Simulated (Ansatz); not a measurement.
## Zinc-blende BaTe (model structure)

Level of theory: r²SCAN+rVV10 (plane waves, PAW; Ansatz, a first-principles code).

Settings: plane-wave cutoff 500 eV, 10×10×10 k mesh, Fermi–Dirac smearing 0.05 eV, scalar-relativistic PAW data made under PBE.

Cell (relaxed at this level):

```
CELL_PARAMETERS angstrom
      0.00000     3.88703     3.88703
      3.88703     0.00000     3.88703
      3.88703     3.88703     0.00000
ATOMIC_POSITIONS crystal
  Ba 0.00000 0.00000 0.00000
  Te 0.25000 0.25000 0.25000
```

| Item | Result |
|---|---|
| band gap | 2.84 eV (on the SCF k mesh) |

Note: the relaxation could raise the start's symmetry but not lower it, so the cell can be a saddle point.

Spin–orbit coupling is not included; with these elements it can move the gap by several tenths of an eV or more.

The computed numbers hold no vibrational or temperature effects.

A model structure was made by putting elements into a prototype or built by hand; it is no filed structure, need not be a known phase, and can be a saddle point held by its symmetry.
